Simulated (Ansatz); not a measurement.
Take MoSi$_{2}$ (space group I4/mmm, No. 139; a = 3.174 Å, c = 7.779 Å; relaxed with 0.1 eV smearing) as the base. Axes: x, y, z lie along a, b, c of the conventional cell.

All numbers come from LDA (Ansatz, a quantum-chemistry and plane-wave program; PAW; 420 eV plane waves; scalar-relativistic without spin-orbit coupling).

For the base:

| Property | Value |
|---|---|
| Shortest interatomic distance | 256.4 pm |

Now apply this change: tensile biaxial strain of 3.00 % in the plane normal to [001], as in epitaxy on a mismatched substrate; the out-of-plane cell vector and the atoms relax.

Problem. Estimate the effect on the ratio −ε⊥/ε∥.

Solution. The ratio −ε⊥/ε∥ amounts to 0.33.

Problem. Estimate the effect on the shortest interatomic distance.

Solution. The shortest interatomic distance shrinks by 3.13 pm, from 256.4 pm to 253.2 pm.

No phonon test of stability was made. The final runs are not spin-polarised.
